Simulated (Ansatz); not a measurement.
## A computed series for BeS: response to strain

Take BeS in the zinc blende structure (space group F-43m, No. 216) as the base.

```xyz
2
Lattice="0.0000 2.3982 2.3982 2.3982 0.0000 2.3982 2.3982 2.3982 0.0000" Properties=species:S:1:pos:R:3 pbc="T T T"
Be     0.0000     0.0000     0.0000
S      1.1991     1.1991     1.1991
```

Strains are applied to the cell and any free atomic positions relax.

Level of theory: LDA (Ansatz, a quantum-chemistry and plane-wave program), no SOC.

```tsv
isotropic strain (%)	band gap (eV)
-2.5	2.64
-2	2.68
-1.5	?
-1	2.75
-0.5	2.79
0	2.82
0.5	2.86
1.5	2.92
3	3.01
```

Fit E_g = E₀ + Dε (ε in %) to the rows shown and predict the withheld row.

Least squares on the printed values gives E₀ = 2.82 eV, D = 67.5 meV per % of strain (largest residual 0.01 eV); this predicts 2.72 eV, and the run gives 2.72 eV, in agreement.

Stability against distortions was not tested.
